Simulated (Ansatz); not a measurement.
## Convergence series on BaCaHfSnO6 (F-43m, 10 atoms in the cell)

```xyz
10
Lattice="0.0000 4.1171 4.1171 4.1171 0.0000 4.1171 4.1171 4.1171 0.0000" Properties=species:S:1:pos:R:3 pbc="T T T"
Ba     2.0586     2.0586     2.0586
Ca     6.1757     6.1757     6.1757
Hf     0.0000     0.0000     0.0000
Sn     4.1171     4.1171     4.1171
O      2.0572     4.1171     4.1171
O      4.1171     6.1770     4.1171
O      6.1770     4.1171     4.1171
O      4.1171     2.0572     4.1171
O      4.1171     4.1171     6.1770
O      4.1171     4.1171     2.0572
```

Level of theory: PBE0, default PAW files made with PBE (plane waves; Ansatz, an electronic-structure program).

The starting cell comes from a database of computed structures (which also holds hypothetical and non-ambient phases and stackings), without a prior relaxation at this level. Its lattice was rescaled by a random factor within 2.5 % of one. Spin-orbit coupling is off. Ansatz's pressure includes its estimate of the finite-basis (Pulay) stress.

Held fixed: basis.ecutwfc = 420 eV; hamiltonian.xc = pbe0; hamiltonian.pseudopotentials = {kind: paw} (the program's default PAW files); scf.occupations.method = fixed.

ΔF is the free energy per atom less that of the last row (5 5 5).

```tsv
kpoints.mp_grid.grid	ΔF (meV/atom)	pressure (GPa)	largest force (eV/Å)	gap on the mesh (eV)	k-points	iterations
1 1 1	734.7	8.69	0.017	5.981	1	19
2 2 2	18.3	-1.83	0.452	6.156	3	16
3 3 3	0.75	-2.16	0.427	6.143	4	17
5 5 5	0.00	-2.16	0.427	6.139	10	17
```

Pressure within 0.1 GPa of the last row: from kpoints.mp_grid.grid = 3 3 3 on; the one before it is off by 0.33 GPa. Only the last setting checks this, so the series should go further.

Energy within 2 meV/atom of the last row: from kpoints.mp_grid.grid = 3 3 3 on; the one before it is off by 18 meV/atom. Only the last setting checks this, so the series should go further.

Gaps are taken between levels on the mesh.

Keys are those of Ansatz 0.2.
